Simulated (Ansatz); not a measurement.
Response to strain in HfC

The parent structure is HfC in the rock salt structure (space group Fm-3m, No. 225; a = 4.607 Å; relaxed with 0.1 eV smearing). Axes: x, y, z lie along the cube axes.

Strains are applied to the cell and any free atomic positions relax; under biaxial strain the out-of-plane vector relaxes too.

The values are results of PBEsol, PAW, 420 eV (Ansatz, a first-principles code; without spin-orbit coupling), not measurements.

Notes on the quantities. energy relative to the base: free energy F.

| variant | out-of-plane strain | energy relative to the base |
|---|---|---|
| base | – | 0 meV/atom |
| biaxial strain −3.00 %, plane normal [001], relaxed out of plane | +1.19 % | +46 meV/atom |
| biaxial strain −2.50 %, plane normal [001], relaxed out of plane | +0.99 % | +31 meV/atom |
| biaxial strain −2.00 %, plane normal [001], relaxed out of plane | +0.79 % | +20 meV/atom |
| biaxial strain −1.50 %, plane normal [001], relaxed out of plane | +0.59 % | +11 meV/atom |
| biaxial strain −0.50 %, plane normal [001], relaxed out of plane | +0.19 % | +1.2 meV/atom |
| biaxial strain +0.50 %, plane normal [001], relaxed out of plane | -0.19 % | +1.1 meV/atom |
| biaxial strain +1.50 %, plane normal [001], relaxed out of plane | -0.56 % | +9.8 meV/atom |
| biaxial strain +2.00 %, plane normal [001], relaxed out of plane | -0.74 % | +17 meV/atom |
| biaxial strain +2.50 %, plane normal [001], relaxed out of plane | -0.92 % | +26 meV/atom |

Whether these cells are dynamically stable was not tested. The final runs are not spin-polarised.
